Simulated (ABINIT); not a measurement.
## Sensitivity of a calculation on BiAu2 (Fd-3m, 6 atoms in the cell) to its settings

```
BiAu2
1.0
    0.00000     3.96743     3.96743
    3.96743     0.00000     3.96743
    3.96743     3.96743     0.00000
Bi Au
2 4
Direct
  0.00000   0.00000   0.00000
  0.25000   0.25000   0.25000
  0.62500   0.62500   0.62500
  0.12500   0.62500   0.62500
  0.62500   0.62500   0.12500
  0.62500   0.12500   0.62500
```

Base run A: PBEsol, norm-conserving pseudopotentials (PseudoDojo nc-sr-04 PBEsol standard) (ABINIT), self-consistent single point.

Its settings: pseudos = [Bi.upf, Au.upf]; ecut = 38 Ha; ixc = -116133; occopt = 3; tsmear = 0.00183747 Ha; ngkpt = 4 4 4; nshiftk = 1; shiftk = 0 0 0; potentials = PseudoDojo nc-sr-04 PBEsol standard; nband = 66; kptopt = 1; nstep = 50; tolvrs = 1e-11.

The starting cell comes from a database of published, mostly measured structures (it also holds non-ambient and calculated ones), without a prior relaxation at this level. Its lattice was rescaled by a random factor within 2.5 % of one.

ΔF is the free energy per atom less that of run A. 

| run | change | ΔF (meV/atom) | pressure (GPa) |
|---|---|---|---|
| A | base | 0.00 | 0.17 |
| B | occopt: 3 → 6 | 1.36 | 0.21 |
| C | nband: 66 → 85 | 0.00 | 0.17 |
| D | ecut: 38 Ha → 19 Ha | 3000.1 | -102.56 |
| E | lattice scaled by 0.97 | 76.1 | 14.54 |
| F | boxcutmin: default → 2 | 0.00 | 0.17 |
| G | istwfk: default → *1 | 0.00 | 0.17 |
| H | diemac: default → 5 | 0.00 | 0.17 |
| I | diemix: default → 0.8 | 0.00 | 0.17 |

Run B against A: The free energy rises by 1.4 meV/atom and the pressure moves little (0.17 to 0.21 GPa).

Run D against A: The free energy rises by 3.00 eV/atom and the pressure goes from 0.17 to -102.6 GPa.
